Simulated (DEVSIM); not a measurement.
System: Ti/HfO2/p-Ge capacitor, at 250 K.

```
layer (left to right)  material  thickness (nm)  Na (cm⁻³)
---------------------  --------  --------------  ---------
1                          HfO2            5.50          -
2                            Ge            6000     9.9e15
```

Metal gate on the left, work function 4.33 eV. Fixed charge at the semiconductor interface 8.7e11 cm⁻² (in units of +e); no interface traps.

Constants are typed, rounded textbook-type inputs, not results; the design itself was drawn at random and stands for no fabricated device. Values at 300 K; Nc and Nv go as T^1.5, mobilities as T to minus their exponent, the gap by Varshni's rule with the affinity fixed.

```
parameter         HfO2        Ge
----------------  ----  --------
gap (eV)           5.7     0.664
affinity (eV)      2.5         4
permittivity        22        16
Nc (cm⁻³)            -   1.04e19
Nv (cm⁻³)            -      6e18
Varshni α (eV/K)     -  0.000477
Varshni β (K)        -       235
```

Model (solved in DEVSIM): 1D Poisson equation in equilibrium, Boltzmann statistics, complete ionisation; no quantum confinement or tunnelling. Metal contacts follow the ideal Schottky-Mott rule: no Fermi-level pinning, no interface dipoles.

### Question
Tabulate band edges, carrier densities and field at 0.05 V on the gate.

### Answer
Energies count from the Fermi level of the right contact; mesh points crowd at the junctions.

```csv
x (μm),Ec (eV),Ev (eV),n (cm⁻³),p (cm⁻³),field (V/cm)
0.000,1.780,-3.920,< 1e2,< 1e2,-53000
0.001208,1.774,-3.926,< 1e2,< 1e2,-53000
0.003020,1.764,-3.936,< 1e2,< 1e2,-53000
0.004699,1.755,-3.945,< 1e2,< 1e2,-53000
0.006204,0.252,-0.430,6.5e13,9.6e9,25000
0.008546,0.258,-0.425,4.9e13,1.3e10,25000
0.01415,0.272,-0.411,2.6e13,2.4e10,24000
0.03337,0.316,-0.367,3.4e12,1.8e11,22000
0.06981,0.388,-0.295,1.2e11,5.2e12,18000
0.1520,0.497,-0.186,7.7e8,8.1e14,8800
0.3373,0.549,-0.133,6.6e7,9.4e15,270
0.9893,0.551,-0.132,6.3e7,9.9e15,≈ 0
2.226,0.551,-0.132,6.3e7,9.9e15,≈ 0
4.202,0.551,-0.132,6.3e7,9.9e15,≈ 0
5.396,0.551,-0.132,6.3e7,9.9e15,≈ 0
5.736,0.551,-0.132,6.3e7,9.9e15,≈ 0
5.891,0.551,-0.132,6.3e7,9.9e15,≈ 0
5.955,0.551,-0.132,6.3e7,9.9e15,≈ 0
5.989,0.551,-0.132,6.3e7,9.9e15,≈ 0
5.999,0.551,-0.132,6.3e7,9.9e15,≈ 0
6.003,0.551,-0.132,6.3e7,9.9e15,≈ 0
6.005,0.551,-0.132,6.3e7,9.9e15,≈ 0
```
